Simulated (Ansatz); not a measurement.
The parent structure is NiSi₂ (space group Fm-3m, No. 225; not spin-polarised; relaxed with 0.1 eV smearing).

```yaml
crystal:
  lattice:
    - [0.00000, 2.72272, 2.72272]
    - [2.72272, 0.00000, 2.72272]
    - [2.72272, 2.72272, 0.00000]
  atoms:
    - { symbol: Ni, position: [0.00000, 0.00000, 0.00000] }
    - { symbol: Si, position: [0.25000, 0.25000, 0.25000] }
    - { symbol: Si, position: [0.75000, 0.75000, 0.75000] }
```

Computed with plane-wave PAW DFT at the PBE level (Ansatz, a program for electronic structure, 420 eV), spin-orbit coupling left out, earlier PAW set.

Before the change:

- Pressure = 0.0 GPa

It is then changed as follows: an isotropic linear strain of +0.99 %; the atoms relax in the strained cell.

What happens to the energy relative to the base?

The energy grows by 5.2 meV/atom.

What happens to the pressure?

The pressure goes from zero to -4.0 GPa.

Whether these cells are dynamically stable was not tested. Starting moments died away, wholly or in part, for the base; another magnetic solution may exist. The final runs are not spin-polarised.
